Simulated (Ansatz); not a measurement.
Start from LaAl2Ag3 (space group Cmmm, No. 65; a cell from a computed database, its experimental status unchecked).

```yaml
crystal:
  lattice:
    - [2.72334, -4.83159, 0.00000]
    - [2.72334, 4.83159, 0.00000]
    - [0.00000, 0.00000, 4.46954]
  atoms:
    - { symbol: La, position: [0.00000, 0.00000, 0.00000] }
    - { symbol: Al, position: [0.50000, 0.00000, 0.50000] }
    - { symbol: Al, position: [0.00000, 0.50000, 0.50000] }
    - { symbol: Ag, position: [0.67660, 0.32340, 0.00000] }
    - { symbol: Ag, position: [0.32340, 0.67660, 0.00000] }
    - { symbol: Ag, position: [0.50000, 0.50000, 0.50000] }
```

Cartesian axes are those of the cell as printed.

Computed with PBEsol in Ansatz (plane waves to 420 eV, PAW, scalar-relativistic without spin-orbit coupling).

For the base:

| Quantity | Result |
|---|---|
| Shortest interatomic distance | 2.711 Å |
| Pressure | 0.0 GPa |

Perturbation: biaxial strain +0.54 %, plane normal [001], relaxed out of plane (Cartesian); in-plane vectors clamped, the third vector and the atoms free.

What happens to the shortest interatomic distance?

The shortest interatomic distance falls by 0.003 Å, from 2.711 Å to 2.708 Å.

Estimate the effect on the pressure.

The pressure (mean of the normal stresses, compression positive) goes from zero to -0.6 GPa.

Stability against distortions was not tested.

Ansatz is a program for electronic structure.
